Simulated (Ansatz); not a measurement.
The starting structures come from a database of crystals and need not be the phases stable at ambient conditions.

Given:

```xyz
10
Lattice="5.3790 0.0000 0.0000 2.6895 5.0115 0.0000 2.6895 1.4434 4.4291" Properties=species:S:1:pos:R:3 pbc="T T T"
Zn     5.3790     5.0560     1.6187
Zn     5.3790     1.3989     2.8105
Sn     2.6895     2.9734     0.6642
Sn     8.0685     3.4815     3.7649
O      6.2238     3.8028     0.2214
O      4.5343     2.6521     4.2077
O      6.4434     4.8274     3.3655
O      4.3146     1.6275     1.0637
O      3.4699     4.3740     1.9743
O      7.2882     2.0809     2.4548
```

Space group of this cell: R-3. The cell is taken as given; by PBEsol its mean pressure is -6.9 GPa.

Calculation: PBEsol (plane waves, PAW; Ansatz, a first-principles code).

The current runs along the normal of the first two printed vectors; no spin-orbit coupling. Scaled by the factor s: the length along the current (ions clamped). The meshes follow the cell: 8×6×8 and 6×6 across at s = 0.97, 8×8×8 and 6×6 across at s = 1.00, 8×6×8 and 6×6 across at s = 1.03.

| s | mean pressure (GPa) | slowest mid-gap decay constant κ (1/Å) |
|---|---|---|
| 0.97 | -1.6 | ? |
| 1.00 | -6.9 | 0.138 |
| 1.03 | -11.2 | 0.124 |

Task: Take the slope of the slowest mid-gap decay constant κ against ln s from the two given rows, extrapolate to s = 0.97, and say what the run there gives.

Result: Slope = (0.124 − 0.138) / ln 1.03 = -0.474 1/Å. The line gives 0.138 + (-0.474) × ln 0.97 = 0.152 1/Å. The run gives 0.152 1/Å, as the line does.
